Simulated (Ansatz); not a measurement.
**Effect of 4 layers on CaF2**

Base system: CaF$_{2}$ in the fluorite structure (space group Fm-3m, No. 225; a = 5.4391 Å). Axes: x, y, z lie along the cube axes.

It is then changed as follows: a free-standing slab of 4 layers (12 atoms, 3 a layer) is cut normal to [111], with 15 Å of vacuum and the in-plane cell held at bulk.

Calculations: r2SCAN (Ansatz, a program for electronic structure, PAW, no SOC). Settings: 10×10×1 k-points, 0.05 eV Fermi–Dirac smearing, for the changed cell.

```json
[
 {"quantity": "layer's space group (with vacuum)", "base": "–", "changed": "P-3m1 (No. 164)", "shift": "–"},
 {"quantity": "shortest interatomic distance", "base": "235.5 pm", "changed": "234.0 pm", "shift": "-1.5 pm"},
 {"quantity": "band gap", "base": "8.03 eV", "changed": "7.62 eV", "shift": "-0.415 eV"},
 {"quantity": "gap character", "base": "–", "changed": "indirect, M → Γ", "shift": "–"},
 {"quantity": "smallest direct gap", "base": "8.29 eV", "changed": "7.83 eV", "shift": "-0.468 eV"},
 {"quantity": "excess energy per area of both faces (slab less bulk energy over the cell's area: twice a surface energy)", "base": "–", "changed": "0.99 J/m²", "shift": "–"},
 {"quantity": "change of the spacing d12 from its bulk value of 0.785 Å", "base": "–", "changed": "+1.7 %", "shift": "–"},
 {"quantity": "change of the spacing d23 from its bulk value of 0.785 Å", "base": "–", "changed": "+0.7 %", "shift": "–"}
]
```

Cost of the whole job for the changed cell (relaxation, final SCF and bands): about 120 core-seconds (a rough figure).

The excess energy carries the mismatch between the slab's and the bulk's meshes. Whether these cells are dynamically stable was not tested. Labels are those of the standard path for the cell's own space group.
